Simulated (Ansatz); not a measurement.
Base system: HfB₂ (space group P6/mmm, No. 191; a = 3.128 Å, c = 3.446 Å; relaxed with 0.1 eV smearing). Axes: x lies along a and z along c of the hexagonal cell.

Method: PBEsol, PAW, 420 eV (Ansatz, an electronic-structure program; spin-orbit coupling left out).

Before the change:

| Item | Value |
|---|---|
| Band gap | zero |

Modification: tensor shear ε_xz = +0.86 % (engineering shear γ = 0.0172); the atoms relax in the strained cell.

**Question.** What does the calculation give for the energy relative to the base, stress and band gap after the change?

**Answer.** The energy goes up by 2.5 meV/atom; the stress (xx, yy, zz, yz, xz, xy; compression positive) comes out as (0.1, 0.0, 0.1, 0.0, -4.8, 0.0) GPa; the band gap remains zero.

Whether these cells are dynamically stable was not tested. The final runs are not spin-polarised.
